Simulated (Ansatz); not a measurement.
Consider ZrO$_{2}$ (space group P4_2/nmc, No. 137; a = 3.6208 Å, c = 5.2843 Å).

All numbers come from plane-wave PAW DFT at the PBE level (Ansatz, a first-principles code, 420 eV), without spin-orbit coupling, earlier PAW set.

For the base:

| Property | Value |
|---|---|
| Band gap | 4.04 eV |
| Lattice parameter a | 6.842 bohr |
| Electron mass | 2.3 mₑ along c, 0.61 mₑ across (at Γ) |
| Gap character | indirect, k = (0.222, 0.222, 0) in the run's primitive reciprocal basis → Γ |

It is then changed as follows: a hydrostatic pressure of 15 GPa.

Question: What happens to the band gap, lattice parameter a, electron mass and gap character?

Answer: The band gap hardly moves (4.04 eV against 4.05 eV); the lattice parameter a drops by 0.132 bohr (6.842 bohr → 6.710 bohr); the electron mass changes from 2.3 mₑ along c, 0.61 mₑ across (at Γ) to 2.1 mₑ along c, 0.57 mₑ across (at Γ); the gap character becomes indirect, A → Γ (base: indirect, k = (0.222, 0.222, 0) in the run's primitive reciprocal basis → Γ).

Load acts through the strain it causes; cell and atoms are relaxed under it. Effective masses come from finite differences of ±0.01 Å⁻¹. No phonon test of stability was made. No other phases were tried under pressure. This is not the structure that ZrO2 has at room temperature and ambient pressure.
